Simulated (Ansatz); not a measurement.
CsCl-type FeAl was calculated with B3LYP (VWN-RPA form) (Ansatz, an electronic-structure program, PAW).

Numerical settings: plane-wave cutoff 460 eV, 10×10×10 k mesh, Fermi–Dirac smearing 0.05 eV, no spin polarisation, scalar-relativistic PAW data made under PBE.

Cell (relaxed at this level):

```
AlFe
1.0
    2.86056     0.00000     0.00000
    0.00000     2.86056     0.00000
    0.00000     0.00000     2.86056
Al Fe
1 1
Direct
  0.50000   0.50000   0.50000
  0.00000   0.00000   0.00000
```

### Question
Give the computed bulk modulus B0 and pressure derivative B′ of the bulk modulus.

### Answer

* **bulk modulus B0**: 185 GPa
* **pressure derivative B′ of the bulk modulus**: 4.2

Measured, for comparison: bulk modulus 152 GPa (room temperature, no zero-point or thermal correction; as tabulated in Yamada et al. (2019), arXiv:1910.09660). Computed (rounded) less measured: bulk modulus +22 %.

Note: the run has no spin polarisation, so it can have missed a magnetic state.

Static lattice: no zero-point or thermal effects.
